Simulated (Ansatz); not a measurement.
Si well of 13 atomic layers along [001] in random Si0.8Ge0.2, interfaces graded over 8 layers

Prepared with Tersoff's 1989 multicomponent potential (SiCGe.tersoff) run with LAMMPS: minimisation. Geometry as solved with Ansatz (an electronic-structure program) with PBE, support functions at accuracy medium on the grid of 370 eV.

```xyz
720
Lattice="16.58 0.00 0.00 0.00 16.58 0.00 0.00 0.00 54.89" Properties=species:S:1:pos:R:3 pbc="T T T"
Si    -0.03     0.02     0.02
Si     1.38     1.38     1.38
Si     2.76     2.76     0.00
Si     4.15     4.14     1.36
Si     2.75     0.00     2.75
Si     4.14     1.37     4.11
Si     0.00     2.75     2.75
Si     1.39     4.14     4.09
Si     0.00     0.00     5.51
Si     1.38     1.38     6.87
Si     2.74     2.74     5.46
Ge     4.14     4.14     6.86
Si     2.78     0.02     8.22
Si     4.14     1.37     9.62
Si     0.03     2.73     8.28
Si     1.38     4.13     9.65
Si    -0.01     0.01    11.04
Si     1.38     1.39    12.39
Si     2.76     2.75    11.00
Si     4.16     4.10    12.36
Si     2.76     0.00    13.75
Si     4.14     1.37    15.12
Si     0.00     2.75    13.77
Si     1.35     4.11    15.16
Si    -0.04    -0.02    16.46
Ge     1.37     1.37    17.86
Si     2.79     2.77    16.49
Si     4.15     4.15    17.86
Si     2.76    -0.05    19.24
Ge     4.15     1.38    20.61
Si    -0.02     2.78    19.26
Si     1.37     4.16    20.61
Si     0.00     0.00    21.96
Si     1.38     1.38    23.32
Si     2.74     2.79    21.99
Si     4.15     4.16    23.33
Si     2.77     0.00    24.67
Si     4.15     1.38    26.04
Si    -0.01     2.76    24.68
Si     1.38     4.14    26.03
Si     0.00     0.00    27.40
Si     1.38     1.38    28.76
Si     2.76     2.76    27.39
Si     4.14     4.14    28.75
Si     2.77     0.00    30.12
Si     4.16     1.38    31.47
Si     0.00     2.76    30.12
Si     1.38     4.15    31.48
Si    -0.01    -0.01    32.84
Si     1.39     1.37    34.16
Si     2.77     2.75    32.82
Si     4.14     4.09    34.22
Ge     2.77     0.00    35.59
Si     4.16     1.40    37.00
Ge     0.00     2.75    35.58
Si     1.38     4.13    37.01
Si     0.00    -0.01    38.36
Si     1.38     1.39    39.72
Si     2.77     2.76    38.36
Si     4.16     4.13    39.72
Si     2.79     0.04    41.07
Si     4.17     1.39    42.47
Si     0.00     2.77    41.10
Si     1.39     4.13    42.47
Ge    -0.03     0.02    43.85
Si     1.42     1.39    45.20
Si     2.79     2.77    43.83
Si     4.15     4.15    45.22
Si     2.78    -0.01    46.54
Ge     4.14     1.38    47.98
Ge     0.01     2.77    46.61
Si     1.43     4.17    47.99
Ge    -0.01     0.03    49.34
Ge     1.40     1.44    50.77
Si     2.79     2.83    49.37
Si     4.18     4.16    50.74
Si     2.80     0.01    52.13
Si     4.14     1.42    53.48
Si    -0.04     2.78    52.18
Si     1.37     4.12    53.53
Ge     0.00     5.54     0.01
Si     1.42     6.93     1.39
Si     2.78     8.30     0.01
Si     4.15     9.68     1.38
Si     2.78     5.52     2.73
Si     4.18     6.89     4.09
Si     0.04     8.27     2.76
Si     1.38     9.68     4.09
Si     0.05     5.52     5.48
Si     1.37     6.89     6.89
Ge     2.78     8.29     5.50
Si     4.16     9.72     6.87
Si     2.73     5.52     8.28
Si     4.14     6.86     9.64
Si    -0.03     8.27     8.23
Ge     1.37     9.72     9.58
Si    -0.03     5.51    11.00
Si     1.33     6.89    12.38
Ge     2.76     8.28    11.02
Si     4.15     9.72    12.37
Ge     2.75     5.50    13.76
Si     4.13     6.90    15.18
Si    -0.02     8.25    13.76
Ge     1.39     9.67    15.13
Si     0.00     5.52    16.52
Si     1.38     6.90    17.89
Si     2.78     8.27    16.54
Si     4.15     9.68    17.88
Si     2.77     5.52    19.24
Si     4.14     6.91    20.60
Si    -0.01     8.29    19.23
Si     1.38     9.67    20.60
Si    -0.01     5.54    21.96
Si     1.38     6.91    23.32
Si     2.76     8.29    21.96
Si     4.15     9.67    23.31
Si     2.76     5.53    24.68
Si     4.15     6.91    26.04
Si     0.00     8.29    24.68
Si     1.38     9.67    26.03
Si    -0.01     5.52    27.39
Si     1.37     6.90    28.74
Si     2.76     8.29    27.39
Si     4.15     9.68    28.74
Si     2.75     5.52    30.10
Si     4.12     6.91    31.45
Si    -0.03     8.26    30.08
Ge     1.39     9.66    31.45
Si    -0.01     5.53    32.83
Si     1.35     6.91    34.20
Si     2.76     8.25    32.84
Ge     4.15     9.67    34.22
Ge     2.76     5.52    35.60
Si     4.18     6.92    36.98
Si    -0.02     8.28    35.60
Si     1.37     9.66    36.96
Si     0.00     5.53    38.34
Si     1.42     6.89    39.67
Si     2.79     8.29    38.32
Si     4.18     9.66    39.69
Si     2.75     5.49    41.06
Ge     4.14     6.89    42.47
Ge     0.01     8.29    41.04
Ge     1.39     9.69    42.52
Si     0.04     5.50    43.87
Si     1.38     6.89    45.26
Si     2.76     8.26    43.91
Si     4.14     9.63    45.26
Si     2.79     5.53    46.61
Si     4.15     6.91    48.00
Si    -0.01     8.29    46.62
Si     1.36     9.64    48.02
Ge     0.00     5.53    49.38
Si     1.38     6.95    50.77
Si     2.77     8.28    49.38
Si     4.13     9.64    50.77
Ge     2.77     5.54    52.15
Si     4.18     6.94    53.55
Si     0.00     8.31    52.13
Si     1.41     9.65    53.49
Ge     0.03    11.07    -0.01
Si     1.41    12.46     1.42
Si     2.78    13.80     0.03
Si     4.11    15.21     1.39
Si     2.77    11.05     2.76
Si     4.11    12.41     4.17
Si     0.00    13.84     2.76
Si     1.37    15.21     4.13
Ge     0.00    11.08     5.50
Si     1.40    12.49     6.89
Si     2.76    13.85     5.51
Si     4.15    15.22     6.87
Si     2.80    11.12     8.23
Si     4.16    12.47     9.63
Si    -0.03    13.82     8.24
Ge     1.38    15.21     9.63
Si     0.00    11.13    11.00
Si     1.39    12.46    12.38
Si     2.79    13.82    11.03
Si     4.15    15.20    12.39
Si     2.77    11.08    13.73
Si     4.16    12.43    15.10
Si    -0.01    13.83    13.74
Si     1.35    15.22    15.09
Si    -0.03    11.07    16.52
Si     1.35    12.42    17.89
Ge     2.75    13.82    16.49
Si     4.17    15.21    17.88
Si     2.76    11.05    19.24
Si     4.14    12.44    20.59
Si    -0.02    13.82    19.24
Si     1.37    15.18    20.60
Si     0.00    11.06    21.96
Si     1.38    12.43    23.32
Si     2.76    13.81    21.96
Si     4.15    15.19    23.32
Si     2.76    11.05    24.68
Si     4.15    12.44    26.04
Si     0.00    13.82    24.68
Si     1.38    15.21    26.03
Si     0.00    11.06    27.39
Si     1.38    12.45    28.75
Si     2.77    13.83    27.39
Si     4.15    15.20    28.76
Si     2.79    11.08    30.08
Si     4.15    12.45    31.48
Si     0.00    13.83    30.11
Si     1.39    15.20    31.48
Ge    -0.03    11.09    32.88
Si     1.39    12.48    34.25
Si     2.77    13.82    32.85
Si     4.17    15.19    34.19
Si     2.72    11.06    35.60
Ge     4.14    12.45    36.97
Si    -0.01    13.84    35.60
Si     1.35    15.20    36.99
Si    -0.01    11.07    38.30
Si     1.34    12.46    39.67
Si     2.74    13.86    38.37
Si     4.15    15.23    39.71
Ge     2.78    11.09    41.05
Si     4.16    12.49    42.45
Si    -0.04    13.80    41.06
Ge     1.40    15.18    42.42
Si    -0.04    11.09    43.86
Si     1.36    12.46    45.18
Si     2.79    13.81    43.85
Si     4.16    15.20    45.20
Ge     2.73    11.06    46.62
Si     4.14    12.47    47.99
Si    -0.01    13.81    46.54
Ge     1.41    15.17    47.94
Si     0.02    11.02    49.40
Si     1.40    12.41    50.76
Si     2.78    13.80    49.40
Si     4.15    15.20    50.77
Si     2.77    11.04    52.14
Si     4.14    12.42    53.53
Si     0.01    13.77    52.13
Ge     1.39    15.20    53.53
Ge     5.52     0.02     0.00
Si     6.91     1.44     1.39
Si     8.26     2.83     0.01
Si     9.65     4.18     1.36
Ge     8.29     0.01     2.77
Si     9.68     1.38     4.19
Si     5.51     2.78     2.75
Si     6.92     4.13     4.11
Si     5.51     0.02     5.51
Si     6.91     1.37     6.88
Si     8.28     2.76     5.51
Si     9.66     4.12     6.87
Si     8.29    -0.01     8.24
Si     9.69     1.34     9.60
Si     5.54     2.73     8.27
Si     6.89     4.15     9.59
Si     5.51    -0.02    10.99
Si     6.85     1.36    12.37
Ge     8.29     2.74    10.99
Si     9.66     4.12    12.43
Ge     8.27    -0.03    13.73
Ge     9.70     1.40    15.15
Si     5.52     2.75    13.76
Si     6.89     4.13    15.14
Si     5.53     0.01    16.50
Si     6.92     1.39    17.86
Si     8.28     2.79    16.52
Si     9.68     4.15    17.88
Si     8.29     0.00    19.23
Si     9.68     1.38    20.59
Si     5.55     2.79    19.21
Si     6.92     4.15    20.59
Si     5.56    -0.02    21.99
Si     6.92     1.38    23.33
Si     8.29     2.76    21.96
Si     9.67     4.15    23.31
Si     8.30     0.00    24.68
Si     9.68     1.38    26.04
Si     5.53     2.77    24.68
Si     6.91     4.15    26.04
Si     5.53     0.00    27.39
Si     6.92     1.38    28.75
Si     8.29     2.76    27.39
Si     9.68     4.14    28.75
Si     8.30    -0.01    30.11
Si     9.70     1.36    31.46
Si     5.53     2.76    30.10
Si     6.92     4.14    31.43
Si     5.54     0.00    32.84
Si     6.89     1.35    34.25
Ge     8.30     2.75    32.85
Si     9.70     4.16    34.24
Si     8.30     0.00    35.60
Si     9.68     1.38    36.97
Si     5.53     2.75    35.61
Si     6.90     4.14    36.96
Si     5.53     0.01    38.34
Si     6.91     1.38    39.71
Si     8.28     2.75    38.33
Si     9.62     4.13    39.71
Si     8.29     0.00    41.09
Si     9.64     1.35    42.49
Si     5.54     2.76    41.09
Si     6.92     4.13    42.47
Si     5.54     0.00    43.83
Si     6.91     1.38    45.21
Si     8.28     2.74    43.84
Si     9.67     4.09    45.21
Si     8.31     0.03    46.58
Si     9.68     1.38    47.99
Si     5.53     2.76    46.56
Ge     6.90     4.14    48.00
Si     5.52     0.01    49.41
Si     6.89     1.41    50.74
Si     8.31     2.75    49.39
Si     9.67     4.17    50.75
Ge     8.27    -0.02    52.10
Ge     9.67     1.44    53.52
Si     5.53     2.79    52.13
Si     6.90     4.18    53.51
Si     5.54     5.54     0.01
Si     6.92     6.91     1.38
Si     8.29     8.28    -0.02
Si     9.64     9.69     1.33
Si     8.28     5.53     2.76
Si     9.66     6.88     4.14
Si     5.53     8.29     2.74
Si     6.90     9.66     4.12
Si     5.56     5.54     5.46
Si     6.93     6.90     6.83
Si     8.30     8.29     5.49
Si     9.69     9.66     6.84
Si     8.26     5.50     8.20
Ge     9.66     6.92     9.57
Ge     5.53     8.28     8.26
Si     6.88     9.71     9.66
Si     5.52     5.49    10.99
Si     6.89     6.85    12.38
Ge     8.27     8.32    11.05
Si     9.71     9.73    12.41
Si     8.26     5.49    13.76
Ge     9.68     6.91    15.14
Ge     5.51     8.28    13.75
Ge     6.95     9.71    15.16
Si     5.53     5.53    16.51
Si     6.91     6.91    17.88
Si     8.31     8.30    16.56
Si     9.69     9.69    17.89
Si     8.30     5.54    19.24
Si     9.68     6.92    20.60
Si     5.53     8.29    19.24
Si     6.91     9.67    20.60
Si     5.53     5.53    21.95
Si     6.91     6.91    23.32
Si     8.29     8.29    21.96
Si     9.67     9.67    23.32
Si     8.29     5.53    24.68
Si     9.67     6.91    26.04
Si     5.53     8.29    24.67
Si     6.91     9.68    26.03
Si     5.53     5.53    27.40
Si     6.91     6.91    28.76
Si     8.29     8.29    27.40
Si     9.68     9.67    28.76
Si     8.30     5.53    30.10
Si     9.67     6.90    31.48
Si     5.52     8.30    30.11
Si     6.90     9.67    31.47
Ge     5.53     5.52    32.84
Si     6.93     6.92    34.24
Si     8.27     8.27    32.82
Ge     9.65     9.71    34.18
Si     8.29     5.52    35.60
Si     9.63     6.91    36.97
Si     5.57     8.28    35.62
Si     6.92     9.68    36.98
Si     5.53     5.52    38.34
Si     6.91     6.90    39.70
Si     8.29     8.29    38.34
Si     9.70     9.65    39.69
Si     8.27     5.52    41.08
Si     9.64     6.91    42.43
Si     5.55     8.29    41.06
Si     6.92     9.63    42.44
Si     5.56     5.50    43.86
Si     6.90     6.92    45.19
Si     8.29     8.29    43.83
Si     9.67     9.67    45.22
Ge     8.33     5.55    46.59
Si     9.69     6.95    48.02
Si     5.54     8.26    46.61
Si     6.93     9.62    47.96
Si     5.52     5.56    49.39
Si     6.90     6.91    50.76
Si     8.28     8.28    49.38
Si     9.65     9.62    50.78
Si     8.28     5.53    52.13
Si     9.67     6.90    53.50
Si     5.53     8.29    52.14
Si     6.91     9.66    53.52
Si     5.52    11.03    -0.01
Si     6.89    12.38     1.38
Ge     8.30    13.78     0.00
Si     9.69    15.18     1.40
Si     8.27    11.02     2.73
Ge     9.66    12.44     4.12
Ge     5.51    13.81     2.77
Si     6.89    15.21     4.18
Si     5.54    11.06     5.49
Si     6.89    12.47     6.86
Si     8.27    13.85     5.53
Si     9.68    15.19     6.89
Ge     8.30    11.07     8.25
Si     9.71    12.46     9.64
Si     5.52    13.84     8.25
Si     6.91    15.21     9.62
Si     5.53    11.10    11.01
Si     6.93    12.47    12.37
Si     8.30    13.83    10.99
Si     9.70    15.18    12.35
Si     8.33    11.12    13.74
Si     9.69    12.47    15.13
Si     5.53    13.82    13.75
Si     6.89    15.17    15.16
Si     5.51    11.09    16.53
Si     6.91    12.44    17.88
Si     8.29    13.82    16.51
Si     9.68    15.20    17.88
Si     8.29    11.06    19.24
Si     9.68    12.43    20.60
Si     5.54    13.82    19.24
Si     6.93    15.20    20.60
Si     5.53    11.06    21.95
Si     6.91    12.44    23.31
Si     8.30    13.82    21.96
Si     9.68    15.20    23.32
Si     8.29    11.06    24.67
Si     9.67    12.44    26.03
Si     5.53    13.81    24.68
Si     6.91    15.20    26.04
Si     5.54    11.06    27.39
Si     6.91    12.44    28.76
Si     8.29    13.82    27.40
Si     9.68    15.20    28.75
Si     8.30    11.06    30.12
Si     9.68    12.46    31.47
Si     5.54    13.83    30.12
Si     6.92    15.21    31.48
Si     5.55    11.08    32.83
Si     6.91    12.46    34.21
Si     8.31    13.83    32.85
Si     9.68    15.21    34.21
Si     8.25    11.07    35.59
Ge     9.67    12.45    36.97
Si     5.56    13.85    35.57
Si     6.91    15.22    36.96
Si     5.55    11.05    38.35
Si     6.89    12.47    39.71
Si     8.27    13.85    38.36
Si     9.67    15.21    39.72
Ge     8.31    11.07    41.09
Si     9.70    12.48    42.49
Si     5.53    13.85    41.08
Si     6.91    15.22    42.45
Ge     5.50    11.02    43.82
Ge     6.92    12.46    45.24
Si     8.31    13.87    43.83
Si     9.68    15.23    45.21
Si     8.29    11.01    46.60
Ge     9.67    12.44    47.96
Si     5.49    13.84    46.61
Ge     6.92    15.23    48.00
Ge     5.52    11.02    49.35
Ge     6.94    12.45    50.79
Si     8.33    13.84    49.39
Si     9.72    15.19    50.73
Si     8.32    11.01    52.17
Si     9.71    12.41    53.49
Si     5.49    13.82    52.17
Si     6.88    15.18    53.51
Ge    11.09    -0.01     0.02
Si    12.49     1.39     1.40
Si    13.82     2.77     0.00
Si    15.20     4.10     1.38
Si    13.84    -0.01     2.76
Si    15.21     1.37     4.13
Ge    11.05     2.77     2.76
Si    12.43     4.15     4.18
Si    11.06    -0.02     5.51
Si    12.44     1.35     6.87
Si    13.81     2.72     5.49
Ge    15.22     4.13     6.87
Si    13.83     0.00     8.26
Si    15.22     1.36     9.64
Si    11.04     2.71     8.21
Ge    12.46     4.09     9.61
Si    11.07    -0.01    10.99
Si    12.44     1.37    12.37
Si    13.86     2.72    11.03
Si    15.21     4.13    12.39
Si    13.81    -0.01    13.76
Si    15.18     1.37    15.11
Si    11.10     2.78    13.75
Si    12.46     4.14    15.14
Si    11.09    -0.03    16.53
Si    12.45     1.38    17.88
Si    13.83     2.75    16.50
Si    15.19     4.15    17.88
Si    13.83     0.00    19.24
Si    15.20     1.38    20.61
Si    11.06     2.76    19.23
Si    12.43     4.15    20.59
Si    11.06     0.00    21.96
Si    12.44     1.38    23.32
Si    13.81     2.77    21.96
Si    15.20     4.15    23.31
Si    13.82     0.00    24.67
Si    15.20     1.38    26.04
Si    11.06     2.77    24.68
Si    12.44     4.15    26.03
Si    11.06     0.00    27.39
Si    12.44     1.38    28.75
Si    13.82     2.76    27.40
Si    15.20     4.14    28.76
Si    13.82     0.00    30.12
Si    15.20     1.38    31.48
Si    11.06     2.76    30.11
Si    12.43     4.14    31.48
Si    11.07     0.00    32.85
Si    12.44     1.38    34.22
Si    13.81     2.76    32.85
Si    15.18     4.16    34.19
Si    13.81    -0.01    35.58
Si    15.21     1.32    36.96
Si    11.06     2.75    35.59
Si    12.44     4.14    36.92
Si    11.04    -0.02    38.32
Si    12.42     1.32    39.70
Ge    13.83     2.74    38.34
Si    15.23     4.16    39.73
Si    13.81    -0.01    41.09
Si    15.16     1.41    42.44
Ge    11.03     2.73    41.09
Si    12.46     4.12    42.44
Si    11.06     0.00    43.84
Si    12.44     1.38    45.21
Si    13.82     2.78    43.84
Si    15.20     4.16    45.20
Si    13.79     0.01    46.59
Si    15.15     1.39    47.97
Si    11.04     2.73    46.59
Ge    12.43     4.14    48.00
Si    11.06     0.01    49.36
Si    12.43     1.38    50.76
Si    13.82     2.74    49.40
Si    15.18     4.13    50.78
Si    13.79     0.02    52.17
Si    15.18     1.39    53.53
Si    11.08     2.81    52.10
Si    12.44     4.16    53.51
Si    11.04     5.52    -0.02
Si    12.43     6.89     1.32
Si    13.79     8.27    -0.05
Ge    15.17     9.64     1.39
Ge    13.83     5.52     2.76
Si    15.27     6.91     4.13
Ge    11.05     8.30     2.73
Si    12.43     9.72     4.12
Si    11.04     5.52     5.53
Si    12.42     6.90     6.88
Ge    13.83     8.30     5.49
Si    15.19     9.69     6.92
Si    13.82     5.55     8.24
Si    15.20     6.91     9.62
Si    11.08     8.32     8.22
Si    12.43     9.70     9.61
Ge    11.04     5.50    11.03
Ge    12.48     6.94    12.41
Si    13.83     8.31    10.95
Ge    15.20     9.70    12.38
Si    13.86     5.51    13.79
Si    15.21     6.90    15.15
Si    11.07     8.36    13.78
Si    12.45     9.70    15.16
Si    11.09     5.50    16.52
Si    12.44     6.91    17.87
Si    13.82     8.29    16.50
Si    15.19     9.67    17.87
Si    13.82     5.53    19.24
Si    15.20     6.91    20.60
Si    11.07     8.30    19.24
Si    12.44     9.67    20.60
Si    11.06     5.53    21.95
Si    12.44     6.91    23.31
Si    13.82     8.29    21.96
Si    15.20     9.67    23.32
Si    13.82     5.53    24.67
Si    15.20     6.91    26.03
Si    11.05     8.29    24.67
Si    12.43     9.67    26.03
Si    11.06     5.53    27.39
Si    12.43     6.91    28.76
Si    13.81     8.29    27.39
Si    15.19     9.68    28.74
Si    13.81     5.52    30.12
Si    15.19     6.91    31.47
Si    11.05     8.29    30.12
Si    12.44     9.68    31.48
Si    11.06     5.52    32.85
Si    12.46     6.89    34.19
Si    13.82     8.29    32.84
Si    15.16     9.66    34.26
Si    13.83     5.53    35.58
Si    15.20     6.90    36.97
Ge    11.07     8.28    35.60
Si    12.47     9.69    37.00
Ge    11.05     5.52    38.34
Si    12.46     6.92    39.73
Si    13.83     8.29    38.34
Si    15.19     9.72    39.68
Si    13.81     5.50    41.07
Ge    15.20     6.88    42.49
Si    11.04     8.27    41.07
Ge    12.43     9.70    42.47
Ge    11.04     5.50    43.81
Ge    12.44     6.94    45.26
Si    13.85     8.32    43.87
Si    15.21     9.68    45.24
Si    13.86     5.53    46.61
Si    15.19     6.93    47.98
Si    11.03     8.33    46.64
Si    12.46     9.65    47.98
Si    11.04     5.56    49.39
Si    12.44     6.91    50.76
Si    13.82     8.29    49.37
Si    15.19     9.67    50.76
Si    13.81     5.53    52.13
Si    15.19     6.92    53.47
Si    11.05     8.28    52.14
Si    12.42     9.67    53.50
Si    11.07    11.05    -0.01
Si    12.44    12.44     1.35
Si    13.84    13.81    -0.01
Si    15.20    15.20     1.37
Si    13.80    11.10     2.76
Si    15.18    12.48     4.11
Si    11.09    13.83     2.73
Si    12.44    15.21     4.12
Si    11.07    11.06     5.52
Si    12.45    12.45     6.88
Si    13.81    13.84     5.50
Si    15.19    15.21     6.87
Si    13.82    11.08     8.27
Si    15.19    12.47     9.63
Si    11.07    13.83     8.26
Si    12.45    15.21     9.63
Si    11.08    11.08    11.01
Si    12.45    12.46    12.39
Si    13.82    13.84    11.01
Si    15.19    15.21    12.39
Si    13.80    11.09    13.78
Si    15.20    12.46    15.13
Si    11.07    13.83    13.75
Si    12.44    15.20    15.13
Si    11.05    11.07    16.51
Si    12.44    12.44    17.87
Si    13.81    13.82    16.50
Si    15.19    15.20    17.86
Si    13.81    11.05    19.23
Si    15.19    12.43    20.60
Si    11.06    13.82    19.24
Si    12.44    15.20    20.59
Si    11.06    11.05    21.96
Si    12.44    12.44    23.32
Si    13.82    13.82    21.96
Si    15.20    15.20    23.32
Si    13.82    11.06    24.68
Si    15.20    12.44    26.04
Si    11.06    13.82    24.68
Si    12.44    15.20    26.04
Si    11.05    11.06    27.39
Si    12.43    12.44    28.75
Si    13.82    13.82    27.40
Si    15.20    15.21    28.76
Si    13.82    11.06    30.11
Si    15.17    12.47    31.45
Si    11.06    13.83    30.11
Si    12.44    15.20    31.48
Si    11.08    11.10    32.81
Si    12.45    12.45    34.21
Si    13.82    13.83    32.85
Si    15.20    15.21    34.21
Si    13.81    11.07    35.60
Si    15.19    12.45    36.95
Si    11.07    13.84    35.56
Si    12.43    15.20    36.95
Si    11.09    11.04    38.37
Si    12.44    12.46    39.71
Si    13.81    13.83    38.33
Si    15.18    15.20    39.71
Si    13.83    11.09    41.06
Si    15.18    12.45    42.46
Si    11.06    13.84    41.09
Si    12.43    15.21    42.47
Si    11.03    11.09    43.88
Si    12.44    12.44    45.23
Si    13.80    13.82    43.84
Si    15.16    15.19    45.23
Si    13.79    11.02    46.58
Ge    15.22    12.39    47.96
Si    11.06    13.85    46.57
Si    12.40    15.24    47.95
Ge    11.07    11.01    49.41
Si    12.44    12.42    50.80
Ge    13.76    13.81    49.36
Ge    15.19    15.20    50.79
Si    13.82    11.04    52.14
Si    15.19    12.44    53.49
Si    11.07    13.81    52.14
Si    12.46    15.17    53.50
```
